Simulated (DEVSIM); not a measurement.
Structure: Schottky contact on p-type Si, at 300 K.

```tsv
layer (left to right)	material	thickness (μm)	Na (cm⁻³)	τn (s)	τp (s)
1	Si	19.0	2.8e15	7.8e-7	7.8e-7
```

Left contact: Schottky, work function 4.574 eV, emission velocity 3.5e6 cm/s. Right contact: ohmic. Voltage is applied to the left contact. Recombination: SRH at mid-gap, radiative. Gap narrowing is on: ΔEg = 6.92 meV × (l + √(l² + 0.5)), l = ln(N/1.3e17 cm⁻³), shared equally by both band edges. Mobility is μmin + (μ − μmin)/(1 + (N/Nref)^α).

Constants are typed, rounded textbook-type inputs, not results; the design itself was drawn at random and stands for no fabricated device. Values at 300 K.

```
parameter           Si
-------------  -------
gap (eV)         1.124
affinity (eV)     4.05
permittivity      11.7
Nc (cm⁻³)      2.86e19
Nv (cm⁻³)       3.1e19
μn (cm²/Vs)       1417
μp (cm²/Vs)        470
μn,min              52
μp,min              45
Nref,n          9.7e16
Nref,p          2.2e17
αn                0.68
αp                0.72
B (cm³/s)      4.7e-15
```

Model (solved in DEVSIM): 1D drift-diffusion, Boltzmann statistics, complete ionisation; no tunnelling, impact ionisation, image-force lowering or self-heating. Metal contacts follow the ideal Schottky-Mott rule: no Fermi-level pinning, no interface dipoles.

The metal work function was swept, all else fixed.

```
metal work function (eV)  potential step across the device at zero bias (V)  largest field in the device at zero bias (V/cm)  dark forward voltage at 100 A/cm² (V)
------------------------  -------------------------------------------------  -----------------------------------------------  -------------------------------------
4.374                                                                 0.559                                            21000                                  1.424
4.424                                                                 0.509                                            20000                                  1.394
4.474                                                                 0.459                                            19000                                  1.347
4.524                                                                 0.409                                            18000                                  1.297
4.574                                                                 0.359                                            17000                                  1.247
4.624                                                                 0.309                                            16000                                  1.197
4.674                                                                 0.259                                            14000                                  1.147
4.724                                                                 0.209                                            13000                                  1.097
```

From the first row to the last the potential step across the device at zero bias goes from 0.559 to 0.209. From the first row to the last the largest field in the device at zero bias goes from 21000 to 13000.
